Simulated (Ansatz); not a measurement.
Consider CdI₂ in the CdI2 type structure (space group P-3m1, No. 164; a = 4.2424 Å, c = 6.8245 Å; layered, stacked along the Cartesian z axis).

Computed with Ansatz (a first-principles code) PBE-D3(BJ), no SOC, earlier PAW set.

Free-standing slabs (3 atom(s) a layer) normal to the stacking axis with 15 Å of vacuum; in-plane cell relaxed.

One change was made to it. Results:

```json
[
 {"quantity": "smallest direct gap", "base": "2.57 eV", "after": "2.67 eV"},
 {"quantity": "excess energy per area of both faces (slab less bulk energy over the cell's area: twice a surface energy)", "base": "–", "after": "0.22 J/m²"},
 {"quantity": "band gap", "base": "2.30 eV", "after": "2.44 eV"},
 {"quantity": "gap character", "base": "–", "after": "indirect, Γ → M"}
]
```

Q: What was done to the base?
(A) 1 layer
(B) 3 layers
(C) 2 layers

A: A, 1 layer. For comparison, the band gap in the other runs: 2 layers gives 2.36 eV; 3 layers gives 2.34 eV.

The excess energy carries the mismatch between the slab's and the bulk's meshes. Spin-orbit coupling, missing from the scalar runs, can matter with I. Stability against distortions was not tested.
